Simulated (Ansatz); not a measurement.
Worked example: self-consistent single point of ScPd3 (P4mm, 4 atoms in the cell) in Ansatz (a program for electronic structure).

Method of the run: PBEsol, default PAW files made with PBE (plane waves; Ansatz).

The change in words: lattice scaled by 0.98; kpoints.mp_grid.grid: 8 8 8 → 7 7 7. Reference geometry:
```
ScPd3
1.0
    3.99955     0.00000     0.00000
    0.00000     3.99955     0.00000
    0.00000     0.00000     3.99955
Sc Pd
1 3
Direct
  0.00000   0.00000   0.01250
  0.50000   0.50000   0.00000
  0.00000   0.50000   0.50000
  0.50000   0.00000   0.50000
```

Reference input (self-consistent single point, DFT, PBEsol, plane waves, default PAW files made with PBE): basis.ecutwfc = 420 eV; kpoints.mp_grid.grid = 8 8 8; hamiltonian.xc = pbesol; hamiltonian.pseudopotentials = {kind: paw} (the program's default PAW files); scf.occupations.method = gaussian; scf.occupations.width = 0.1 eV. This run's input differs from it in these lines:

Ansatz 0.2 input:
```diff
@@ -3,10 +3,10 @@
   lattice:
-    - [3.999548, 0.000000, 0.000000]
-    - [0.000000, 3.999548, 0.000000]
-    - [0.000000, 0.000000, 3.999548]
+    - [3.919557, 0.000000, 0.000000]
+    - [0.000000, 3.919557, 0.000000]
+    - [0.000000, 0.000000, 3.919557]
   atoms:
-    - { symbol: Sc, position_ang: [0.000000, 0.000000, 0.049998] }
-    - { symbol: Pd, position_ang: [1.999774, 1.999774, 0.000000] }
-    - { symbol: Pd, position_ang: [0.000000, 1.999774, 1.999774] }
-    - { symbol: Pd, position_ang: [1.999774, 0.000000, 1.999774] }
+    - { symbol: Sc, position_ang: [0.000000, 0.000000, 0.048998] }
+    - { symbol: Pd, position_ang: [1.959779, 1.959779, 0.000000] }
+    - { symbol: Pd, position_ang: [0.000000, 1.959779, 1.959779] }
+    - { symbol: Pd, position_ang: [1.959779, 0.000000, 1.959779] }
 basis:
@@ -14,3 +14,3 @@
 kpoints:
-  mp_grid: { grid: [8, 8, 8] }
+  mp_grid: { grid: [7, 7, 7] }
 hamiltonian:
```

Output, abridged:

```
SCF iter   1: F=—  HF=-22834.782609 eV  |F-HF|=—  |Δ(HF+E_count)|=         —  Δρ=1.16e-2  dr2=1.03e-1  ethr=1.77e-3  ⟨swp⟩=4.9  Hψ=5360  notcnv=0
all-band conjugate gradients solve this SCF's bands
preconditioner: auto → Kerker (q_TF=auto, 2.763 Å⁻¹)
SCF iter   2: F=—  HF=-22834.769160 eV  |F-HF|=—  |Δ(HF+E_count)|=   1.34e-2  Δρ=4.33e-3  dr2=1.67e-2  ethr=1.58e-4  ⟨swp⟩=1.0  Hψ=1881  notcnv=0
SCF iter   3: F=—  HF=-22834.766942 eV  |F-HF|=—  |Δ(HF+E_count)|=   2.22e-3  Δρ=1.10e-3  dr2=1.29e-3  ethr=2.56e-5  ⟨swp⟩=1.6  Hψ=1782  notcnv=0
SCF iter   4: F=—  HF=-22834.766750 eV  |F-HF|=—  |Δ(HF+E_count)|=   1.92e-4  Δρ=2.06e-4  dr2=3.78e-5  ethr=1.98e-6  ⟨swp⟩=1.7  Hψ=1664  notcnv=0
SCF iter   5: F=—  HF=-22834.766696 eV  |F-HF|=—  |Δ(HF+E_count)|=   5.34e-5  Δρ=3.99e-5  dr2=1.20e-6  ethr=5.81e-8  ⟨swp⟩=2.0  Hψ=2125  notcnv=0
SCF iter   6: F=-22834.766696 eV  HF=-22834.766696 eV  |F-HF|=6.98e-10  |Δ(HF+E_count)|=   1.19e-7  Δρ=5.66e-6  dr2=1.10e-8  ethr=1.54e-10  ⟨swp⟩=7.3  Hψ=5873  notcnv=0
SCF 1 converged in 6 iterations: F = -22834.766696 eV  dr2 = 1.10e-8
Free energy (F): -22834.766696 eV
Internal energy: -22834.757509 eV  (E = F + TS)
E sigma→0 (E₀):  -22834.762103 eV
Entropy (-TS):   -0.009187 eV (-2.297 meV/atom)
Fermi energy:    18.620499 eV
--- Forces (eV/Å), atoms counted from 1 ---
  atom   1  Sc    -0.00000000     0.00000000    -0.28252075
  atom   2  Pd    -0.00000000     0.00000000    -0.00220588
  atom   3  Pd     0.00000000     0.00000000     0.14234138
  atom   4  Pd    -0.00000000     0.00000000     0.14234138
--- Stress (GPa, compression-positive) ---
        3.197055       0.000000       0.000000
        0.000000       3.197055       0.000000
        0.000000       0.000000       3.224280
  P = ⅓ Tr σ = 3.2061 GPa (32.061 kbar)
  The stress holds the Pulay correction. Without it, at fixed plane waves, as pw.x and ABINIT print it: P = 3.1664 GPa
```

The run converged in 6 iterations. Against the reference run the free energy goes down by 9.1 meV/atom, the pressure goes from -6.51 to 3.21 GPa and the largest force goes from 0.212 to 0.283 eV/Å.

The starting cell comes from a database of computed structures (which also holds hypothetical and non-ambient phases and stackings), without a prior relaxation at this level. Its lattice was rescaled by up to half a per cent. One atom was moved a little off its site on purpose. For this run, on top of that: lattice scaled by 0.98. Spin polarisation is off. With a pressure of about 3 GPa the cell is away from its equilibrium volume at this level. Ansatz's pressure includes its estimate of the finite-basis (Pulay) stress.
